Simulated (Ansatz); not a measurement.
# A computed series for CuAu: response to strain

Base system: CuAu (space group P4/mmm, No. 123; a = 2.8129 Å, c = 3.5930 Å; relaxed with 0.1 eV smearing). Axes: x, y, z lie along a, b, c of the conventional cell.

Strains are applied to the cell and any free atomic positions relax; under biaxial strain the out-of-plane vector relaxes too.

Method: DFT with PBEsol, PAW potentials and a 420 eV plane-wave cutoff in Ansatz (a first-principles code), no spin-orbit coupling.

Candidates:
(a) biaxial strain +0.50 %, plane normal [001], relaxed out of plane
(b) biaxial strain −3.00 %, plane normal [001], relaxed out of plane
(c) biaxial strain +3.00 %, plane normal [001], relaxed out of plane
(d) biaxial strain +2.00 %, plane normal [001], relaxed out of plane

Q: Order them by out-of-plane strain, highest first.

A: (b) biaxial strain −3.00 %, plane normal [001], relaxed out of plane (+4.99 %), (a) biaxial strain +0.50 %, plane normal [001], relaxed out of plane (-0.89 %), (d) biaxial strain +2.00 %, plane normal [001], relaxed out of plane (-3.66 %), (c) biaxial strain +3.00 %, plane normal [001], relaxed out of plane (-5.54 %)

Stability against distortions was not tested. The final runs are not spin-polarised.
